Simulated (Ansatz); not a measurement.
Results of r²SCAN in Ansatz (PAW) for CsCl-type NiAl.

Settings: plane-wave cutoff 600 eV, 22×22×22 k mesh, Fermi–Dirac smearing 0.074 eV (set by the program), no spin polarisation, scalar-relativistic PAW data made under PBE.

Cell (relaxed at this level):

```yaml
crystal:
  lattice:
    - [2.86333, 0.00000, 0.00000]
    - [0.00000, 2.86333, 0.00000]
    - [0.00000, 0.00000, 2.86333]
  atoms:
    - { symbol: Al, position: [0.50000, 0.50000, 0.50000] }
    - { symbol: Ni, position: [0.00000, 0.00000, 0.00000] }
```

**Question.** What does this level give for the Voigt–Reuss–Hill shear modulus (Hill average), Voigt–Reuss–Hill bulk modulus, elastic constant C11, Young modulus, elastic constant C12 and elastic constant C44?

**Answer.** 
- Voigt–Reuss–Hill shear modulus (Hill average) = 85.1 GPa
- Voigt–Reuss–Hill bulk modulus = 176 GPa
- elastic constant C11 = 233 GPa
- Young modulus = 220 GPa
- elastic constant C12 = 148 GPa
- elastic constant C44 = 134 GPa

Elastic constants are with the ions relaxed.

Computing time: very roughly 6 core-minutes.

Ansatz is an electronic-structure program.
